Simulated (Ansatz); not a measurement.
**Response to strain in GaSb**

The reference is GaSb in the zinc blende structure (space group F-43m, No. 216; a = 6.132 Å). Axes: x, y, z lie along the cube axes.

Strains are applied to the cell and any free atomic positions relax; under biaxial strain the out-of-plane vector relaxes too.

The values are results of plane-wave PAW DFT at the r2SCAN level (Ansatz, a quantum-chemistry and plane-wave program, 500 eV), spin-orbit coupling left out, not measurements.

| biaxial strain, plane normal [001], relaxed out of plane (%) | band gap (eV) |
|---|---|
| -3.1 | 0.54 |
| -0.38 | ? |
| -0.13 | 0.42 |
| 0 | 0.41 |

### Question
Fit E_g = E₀ + Dε (ε in %) to the rows shown and predict the withheld row.

### Answer
Least squares on the printed values gives E₀ = 0.41 eV, D = -41.2 meV per % of strain (largest residual 0.00 eV); this predicts 0.43 eV, and the run gives 0.43 eV, in agreement.

With Sb present, leaving out spin-orbit coupling can change the band edges. Semilocal Kohn–Sham gaps tend to fall short of experiment. Stability against distortions was not tested.
